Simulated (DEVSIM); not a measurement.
Device: Pd/Al2O3/SiO2/n-Si capacitor, at 300 K.

| layer (left to right) | material | thickness (nm) | Nd (cm⁻³) |
|---|---|---|---|
| 1 | Al2O3 | 6.50 | - |
| 2 | SiO2 | 0.620 | - |
| 3 | Si | 440 | 1.7e18 |

Metal gate on the left, work function 5.2 eV. Fixed charge at the semiconductor interface 1.8e12 cm⁻² (in units of +e); interface traps 2.4e11 cm⁻² eV⁻¹, uniform in energy, neutral level at 0.5 of the gap above the valence band.

This is a model device: material constants are rounded textbook-type values typed into the input, and sizes, dopings and lifetimes were drawn at random. Values at 300 K.

| parameter | Al2O3 | SiO2 | Si |
|---|---|---|---|
| gap (eV) | 6.8 | 9 | 1.124 |
| affinity (eV) | 1.35 | 0.9 | 4.05 |
| permittivity | 9 | 3.9 | 11.7 |
| Nc (cm⁻³) | - | - | 2.86e19 |
| Nv (cm⁻³) | - | - | 3.1e19 |

DEVSIM, 1D Poisson equation in equilibrium, Boltzmann statistics, complete ionisation; no quantum confinement or tunnelling. Metal contacts follow the ideal Schottky-Mott rule: no Fermi-level pinning, no interface dipoles.

**Question.** Tabulate band edges, carrier densities and field at 0.0 V on the gate.

**Answer.** Energies count from the Fermi level of the right contact; mesh points crowd at the junctions.

```
x (μm)     Ec (eV)  Ev (eV)  n (cm⁻³)  p (cm⁻³)  field (V/cm)
---------  -------  -------  --------  --------  ------------
0.000        3.850   -2.950     < 1e2     < 1e2       -900000
0.0009288    3.766   -3.034     < 1e2     < 1e2       -900000
0.002327     3.640   -3.160     < 1e2     < 1e2       -900000
0.004146     3.475   -3.325     < 1e2     < 1e2       -900000
0.005890     3.318   -3.482     < 1e2     < 1e2       -900000
0.006664     3.678   -5.322     < 1e2     < 1e2      -2100000
0.006983     3.611   -5.389     < 1e2     < 1e2      -2100000
0.008322     0.387   -0.737    9.1e12     1.3e7       -390000
0.01045      0.310   -0.814    1.8e14    660000       -330000
0.01448      0.197   -0.927    1.4e16      8300       -230000
0.02214      0.093   -1.030    7.7e17       150        -58000
0.04355      0.073   -1.051    1.7e18     < 1e2           -84
0.07731      0.073   -1.051    1.7e18     < 1e2           ≈ 0
0.1414       0.073   -1.051    1.7e18     < 1e2           ≈ 0
0.2957       0.073   -1.051    1.7e18     < 1e2           ≈ 0
0.3679       0.073   -1.051    1.7e18     < 1e2           ≈ 0
0.4059       0.073   -1.051    1.7e18     < 1e2           ≈ 0
0.4260       0.073   -1.051    1.7e18     < 1e2           ≈ 0
0.4387       0.073   -1.051    1.7e18     < 1e2           ≈ 0
0.4432       0.073   -1.051    1.7e18     < 1e2           ≈ 0
0.4456       0.073   -1.051    1.7e18     < 1e2           ≈ 0
0.4471       0.073   -1.051    1.7e18     < 1e2           ≈ 0
```
